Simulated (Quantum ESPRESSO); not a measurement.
Quantum ESPRESSO 7.5, DFT, PBE, plane waves, PseudoDojo 0.5 standard norm-conserving PBE (local tails restored to the Coulomb form): bcc W, atoms displaced, 2 atoms. Basis and mesh were picked for this test and aren't claimed converged.

```yaml
cell: 3.17, 3.17, 3.17 Å; 90, 90, 90°
distance_to_the_nearest_atom: 2.69 to 2.69 Å
task: scf
k mesh: 8×8×8
ecutwfc: 74 Ry
ecutrho: 296 Ry
occupations: smearing
smearing: mv
degauss: 0.02 Ry
conv_thr: 2e-09 Ry
tprnfor: true
tstress: false
diagonalization: david (default)
mixing_mode: plain (default)
mixing_beta: 0.7 (default)
mixing_ndim: 8 (default)
k-points computed: 260
bands: 18
electrons: 28
G-vectors of the density: 18349
FFT grid: 36×36×36
```

Machine: one whole node, Intel Xeon 6 (Granite Rapids), 96 cores on 1 socket, 2 hardware threads a core, 3 L3 cache groups, 3 NUMA nodes.

Times are wall-clock medians of two to five runs, from launch to exit, with nothing else on the machine. Processes are pinned to neighbouring cores unless said otherwise. The build: conda-forge: Open MPI 5.0, OpenMP, OpenBLAS 0.3.34 (pthreads), FFTW, ScaLAPACK, ELPA; another build can shift the numbers. Scratch files lie in a memory file system.

First run (96 ranks, -nk 96):

```
     init_run     :      0.43s CPU      0.44s WALL (       1 calls)
     electrons    :      1.57s CPU      1.60s WALL (       1 calls)
     forces       :      0.03s CPU      0.03s WALL (       1 calls)

     Called by init_run:
     wfcinit      :      0.16s CPU      0.16s WALL (       1 calls)
     potinit      :      0.03s CPU      0.03s WALL (       1 calls)
     hinit0       :      0.24s CPU      0.24s WALL (       1 calls)

     Called by electrons:
     c_bands      :      1.21s CPU      1.22s WALL (      11 calls)
     sum_band     :      0.17s CPU      0.18s WALL (      11 calls)
     v_of_rho     :      0.12s CPU      0.12s WALL (      11 calls)
     mix_rho      :      0.02s CPU      0.02s WALL (      11 calls)

     Called by c_bands:
     init_us_2    :      0.06s CPU      0.06s WALL (      72 calls)
     cegterg      :      0.75s CPU      0.77s WALL (      33 calls)

     Called by *egterg:
     cdiaghg      :      0.03s CPU      0.03s WALL (     141 calls)
     h_psi        :      0.76s CPU      0.77s WALL (     147 calls)
     g_psi        :      0.01s CPU      0.01s WALL (     111 calls)

     Called by h_psi:
     h_psi:calbec :      0.05s CPU      0.05s WALL (     147 calls)
     vloc_psi     :      0.65s CPU      0.66s WALL (     147 calls)
     add_vuspsi   :      0.05s CPU      0.05s WALL (     147 calls)

     General routines
     calbec       :      0.06s CPU      0.06s WALL (     159 calls)
     fft          :      0.18s CPU      0.18s WALL (     121 calls)
     ffts         :      0.00s CPU      0.00s WALL (      11 calls)
     fftw         :      0.65s CPU      0.65s WALL (    3696 calls)

     Parallel routines

     PWSCF        :      2.08s CPU      2.13s WALL
```

Second run:

```
     init_run     :      0.25s CPU      0.26s WALL (       1 calls)
     electrons    :      3.51s CPU      3.66s WALL (       1 calls)
     forces       :      0.03s CPU      0.03s WALL (       1 calls)

     Called by init_run:
     wfcinit      :      0.11s CPU      0.12s WALL (       1 calls)
     potinit      :      0.00s CPU      0.00s WALL (       1 calls)
     hinit0       :      0.14s CPU      0.14s WALL (       1 calls)

     Called by electrons:
     c_bands      :      3.11s CPU      3.24s WALL (       9 calls)
     sum_band     :      0.39s CPU      0.40s WALL (       9 calls)
     v_of_rho     :      0.01s CPU      0.01s WALL (       9 calls)
     mix_rho      :      0.00s CPU      0.00s WALL (       9 calls)

     Called by c_bands:
     init_us_2    :      0.03s CPU      0.04s WALL (    1300 calls)
     cegterg      :      2.55s CPU      2.68s WALL (     585 calls)

     Called by *egterg:
     cdiaghg      :      0.47s CPU      0.49s WALL (    2196 calls)
     h_psi        :      1.93s CPU      2.02s WALL (    2326 calls)
     g_psi        :      0.01s CPU      0.01s WALL (    1676 calls)

     Called by h_psi:
     h_psi:calbec :      0.15s CPU      0.16s WALL (    2326 calls)
     vloc_psi     :      1.73s CPU      1.81s WALL (    2326 calls)
     add_vuspsi   :      0.04s CPU      0.04s WALL (    2326 calls)

     General routines
     calbec       :      0.16s CPU      0.18s WALL (    2586 calls)
     fft          :      0.14s CPU      0.14s WALL (     101 calls)
     ffts         :      0.00s CPU      0.00s WALL (       9 calls)
     fftw         :      1.94s CPU      2.03s WALL (   66966 calls)

     Parallel routines

     PWSCF        :      4.00s CPU      4.19s WALL
```

Q: Both blocks come from the same system on the same machine. Which change was made from the first run to the second?
(A) -nk 2
(B) -nk 12
(C) -nk left out (the program takes 6)
(D) -nk 4

A: D, -nk 4. The largest move is in FFTs of H·ψ (vloc_psi): 0.66 s to 1.8 s. The other changes gave 8.3 s (-nk 2), 3.7 s (-nk left out (the program takes 6)), 2.9 s (-nk 12), against 5.0 s here and 2.9 s at first.
